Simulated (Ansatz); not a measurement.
## Effect of biaxial strain −1.80 %, plane normal [001], relaxed out of plane on ZnS

Take ZnS in the wurtzite structure (space group P6_3mc, No. 186; a = 3.8453 Å, c = 6.3052 Å) as the base. Axes: x lies along a and z along c of the hexagonal cell.

The change: compressive biaxial strain of 1.80 % in the plane normal to [001], as in epitaxy on a mismatched substrate; the out-of-plane cell vector and the atoms relax.

Method: PBE, PAW, 420 eV (Ansatz, a first-principles code; no spin-orbit coupling). Γ-centred 10×10×5 mesh, Fermi–Dirac width 0.05 eV.

```json
[
 {"quantity": "volume per atom", "base": "20.18 Å³", "changed": "19.67 Å³", "shift": "-0.516 Å³"},
 {"quantity": "space group", "base": "P6_3mc (No. 186)", "changed": "P6_3mc (No. 186)", "shift": "–"},
 {"quantity": "shortest interatomic distance", "base": "2.357 Å", "changed": "2.334 Å", "shift": "-0.023 Å"},
 {"quantity": "pressure (mean of the normal stresses, compression positive)", "base": "0.0 kbar", "changed": "18.3 kbar", "shift": "+18.3 kbar"},
 {"quantity": "band gap", "base": "2.08 eV", "changed": "2.09 eV", "shift": "+0.015 eV"},
 {"quantity": "gap character", "base": "direct at Γ", "changed": "direct at Γ", "shift": "–"},
 {"quantity": "electron mass", "base": "0.16 mₑ along c, 0.18 mₑ across (at Γ)", "changed": "0.15 mₑ out of plane, 0.19 mₑ in plane (at Γ)", "shift": "–"},
 {"quantity": "valence-band top at Γ (three highest levels, from the VBM)", "base": "0.00, 0.00, -0.07 eV", "changed": "0.00, 0.00, -0.23 eV", "shift": "–"},
 {"quantity": "out-of-plane strain", "base": "–", "changed": "+1.05 %", "shift": "–"},
 {"quantity": "ratio −ε⊥/ε∥", "base": "–", "changed": "0.58", "shift": "–"}
]
```

Final structure (turned so that z lies along the plane normal):

```xyz
4
Lattice="3.7761 0.0000 0.0000 1.8880 3.2702 0.0000 0.0000 0.0000 6.3713" Properties=species:S:1:pos:R:3 pbc="T T T"
Zn     1.8880     1.0901     0.0181
Zn     3.7761     2.1801     3.2038
S      1.8880     1.0901     2.3711
S      3.7761     2.1801     5.5568
```

Effective masses come from finite differences of ±0.01 Å⁻¹. Stability against distortions was not tested.
